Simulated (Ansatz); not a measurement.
Ansatz (a first-principles code) run on ZrGa5Co (P1, 7 atoms in the cell): self-consistent single point.

Method: PBEsol, PAW files made with PBE (plane waves; Ansatz).

The change in words: atoms moved at random. Reference geometry:
```
CELL_PARAMETERS angstrom
      4.10605     0.00000     0.00000
      0.00000     4.10605     0.00000
      0.00000     0.00000     6.57231
ATOMIC_POSITIONS crystal
  Zr 0.00000 0.00000 0.00000
  Ga 0.00000 0.50000 0.30543
  Ga 0.00000 0.50000 0.69457
  Ga 0.50000 0.00000 0.30543
  Ga 0.50000 0.00000 0.69457
  Ga 0.50000 0.50000 0.00000
  Co 0.00000 0.00000 0.50000
```

Reference input (self-consistent single point, DFT, PBEsol, plane waves, PAW files made with PBE): kpoints.mp_grid.grid = 5 5 3; hamiltonian.xc = pbesol; hamiltonian.pseudopotentials = {kind: paw} (the program's default PAW files); scf.occupations.method = fermi_dirac; scf.occupations.width = 0.1 eV. This run's input differs from it in these lines:

Ansatz 0.2 input:
```diff
@@ -6,9 +6,9 @@
   atoms:
-    - { symbol: Zr, position: [0.00000000, 0.00000000, 0.00000000] }
-    - { symbol: Ga, position: [0.00000000, 0.50000000, 0.30543000] }
-    - { symbol: Ga, position: [0.00000000, 0.50000000, 0.69457000] }
-    - { symbol: Ga, position: [0.50000000, 0.00000000, 0.30543000] }
-    - { symbol: Ga, position: [0.50000000, 0.00000000, 0.69457000] }
-    - { symbol: Ga, position: [0.50000000, 0.50000000, 0.00000000] }
-    - { symbol: Co, position: [0.00000000, 0.00000000, 0.50000000] }
+    - { symbol: Zr, position: [0.00103100, -0.01332600, -0.00266800] }
+    - { symbol: Ga, position: [-0.00138400, 0.48683500, 0.30547900] }
+    - { symbol: Ga, position: [-0.00413400, 0.51134400, 0.70138900] }
+    - { symbol: Ga, position: [0.47659700, 0.00471100, 0.31034500] }
+    - { symbol: Ga, position: [0.51887900, -0.01261200, 0.69142400] }
+    - { symbol: Ga, position: [0.51202800, 0.50201200, -0.00623500] }
+    - { symbol: Co, position: [-0.00301800, 0.02103600, 0.50026700] }
 kpoints:
```

Output, abridged:

```
SCF iter   1: F=—  HF=-27943.283527 eV  |F-HF|=—  |Δ(HF+E_count)|=         —  Δρ=8.78e-2  dr2=1.44e1  ethr=3.10e-3  ⟨swp⟩=6.0  Hψ=7276  notcnv=0  defer=4
all-band conjugate gradients solve this SCF's bands
preconditioner: auto → Kerker (q_TF=auto, 2.655 Å⁻¹)
SCF iter   2: F=—  HF=-27941.684282 eV  |F-HF|=—  |Δ(HF+E_count)|=    1.60e0  Δρ=4.29e-2  dr2=4.35e0  ethr=3.10e-3  ⟨swp⟩=2.5  Hψ=4482  notcnv=0  defer=23
   [... lines left out ...]
SCF iter   9: F=—  HF=-27940.767039 eV  |F-HF|=—  |Δ(HF+E_count)|=   2.45e-4  Δρ=1.41e-4  dr2=2.17e-5  ethr=5.90e-7  ⟨swp⟩=2.0  Hψ=3237  notcnv=0  defer=24
SCF iter  10: F=—  HF=-27940.767036 eV  |F-HF|=—  |Δ(HF+E_count)|=   3.30e-6  Δρ=3.53e-5  dr2=1.40e-6  ethr=2.31e-8  ⟨swp⟩=2.0  Hψ=3479  notcnv=0  defer=24
SCF iter  11: F=—  HF=-27940.767036 eV  |F-HF|=—  |Δ(HF+E_count)|=   4.11e-7  Δρ=1.39e-5  dr2=1.99e-7  ethr=1.48e-9  ⟨swp⟩=2.1  Hψ=3596  notcnv=0  defer=24
SCF iter  12: F=-27940.767036 eV  HF=-27940.767036 eV  |F-HF|=7.75e-8  |Δ(HF+E_count)|=   1.27e-8  Δρ=7.12e-6  dr2=3.60e-8  ethr=1.06e-10  ⟨swp⟩=8.3  Hψ=8972  notcnv=0
SCF 1 converged in 12 iterations: F = -27940.767036 eV  dr2 = 3.60e-8
Free energy (F): -27940.767036 eV
Internal energy: -27940.634011 eV  (E = F + TS)
E sigma→0 (E₀):  -27940.700524 eV
Entropy (-TS):   -0.133025 eV (-19.004 meV/atom)
Fermi energy:    13.444763 eV
--- Forces (eV/Å), atoms counted from 1 ---
  atom   1  Zr     0.17062809     0.36911440     0.30638397
  atom   2  Ga    -0.12380901     0.85672253    -0.16021066
  atom   3  Ga     0.26283856    -0.34460699    -0.40457968
  atom   4  Ga     0.84967384    -0.06090416    -0.50255562
  atom   5  Ga    -0.84548600     0.30343797     0.31813879
  atom   6  Ga    -0.33245265    -0.28769037     0.24231552
  atom   7  Co     0.01860639    -0.83609857     0.20050272
--- Stress (GPa, compression-positive) ---
       -0.491857      -0.085513      -0.925899
       -0.085513      -0.696693      -0.523037
       -0.925894      -0.523033      -0.043151
  P = ⅓ Tr σ = -0.4106 GPa (-4.106 kbar)
  The stress holds the Pulay correction. Without it, at fixed plane waves, as pw.x and ABINIT print it: P = -0.4596 GPa
```

The run converged in 12 iterations. Against the reference run the free energy goes up by 28.0 meV/atom, the pressure goes from -1.38 to -0.41 GPa and the largest force goes from 0.079 to 0.989 eV/Å.

The starting cell comes from a database of computed structures (which also holds hypothetical and non-ambient phases and stackings), without a prior relaxation at this level. For this run, on top of that: atoms moved at random. Spin polarisation is off. Ansatz's pressure includes its estimate of the finite-basis (Pulay) stress.
